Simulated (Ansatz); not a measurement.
## NbP (I4₁md, No. 109, 4 atoms in the cell; start mp-9339)

These are PBE (PAW; Ansatz, a quantum-chemistry and plane-wave program) values and carry that method's errors.

Run with plane-wave cutoff 520 eV, 24×24×24 k mesh, Fermi–Dirac smearing 0.05 eV, no spin polarisation, scalar-relativistic PAW data made under PBE.

Cell (relaxed at this level):

```yaml
crystal:
  lattice:
    - [-1.67360, 1.67360, 5.71299]
    - [1.67360, -1.67360, 5.71299]
    - [1.67360, 1.67360, -5.71299]
  atoms:
    - { symbol: Nb, position: [0.50004, 0.50004, 0.00000] }
    - { symbol: Nb, position: [0.25004, 0.75004, 0.50000] }
    - { symbol: P, position: [0.08259, 0.08259, 0.00000] }
    - { symbol: P, position: [0.83259, 0.33259, 0.50000] }
```

```yaml
bulk modulus B0: 187 GPa
```

Note: the run has no spin polarisation, so it can have missed a magnetic state; the bulk modulus is −V dP/dV from two relaxed cells at ±2 % in volume; the relaxation could not lower the start's symmetry, so the cell can be a saddle point above a distorted one.

Static lattice: no zero-point or thermal effects.

It cost roughly 4 core-minutes of CPU time.

A start named mp-… is a Materials Project structure, which need not be a measured phase.
